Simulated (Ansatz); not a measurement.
The reference is ZrO2 (space group P4_2/nmc, No. 137; a = 3.621 Å, c = 5.283 Å). Axes: x, y, z lie along a, b, c of the conventional cell.

Level of theory: PBE/PAW in Ansatz (a quantum-chemistry and plane-wave program), no SOC.

Strains are applied to the cell and any free atomic positions relax; under biaxial strain the out-of-plane vector relaxes too.

One change was made to it. Results:

| quantity | base | after |
|---|---|---|
| band gap | 4.04 eV | 3.96 eV |
| electron mass | 2.3 mₑ along c, 0.61 mₑ across (at Γ) | 2.3 mₑ out of plane, 0.61 mₑ in plane (at Γ) |

What was done to the base?
(A) biaxial strain +0.38 %, plane normal [001], relaxed out of plane
(B) biaxial strain −4.02 %, plane normal [001], relaxed out of plane
(C) biaxial strain +3.48 %, plane normal [001], relaxed out of plane
(D) biaxial strain +1.95 %, plane normal [001], relaxed out of plane
(E) isotropic strain +1.28 %

A, biaxial strain +0.38 %, plane normal [001], relaxed out of plane. For comparison, the band gap in the other runs: biaxial strain +1.95 %, plane normal [001], relaxed out of plane gives 3.66 eV; isotropic strain +1.28 % gives 3.90 eV; biaxial strain +3.48 %, plane normal [001], relaxed out of plane gives 3.38 eV; biaxial strain −4.02 %, plane normal [001], relaxed out of plane gives 4.36 eV.

Masses are band curvatures over ±0.01 Å⁻¹ around the edge. Stability against distortions was not tested. This is not the structure that ZrO2 has at room temperature and ambient pressure.
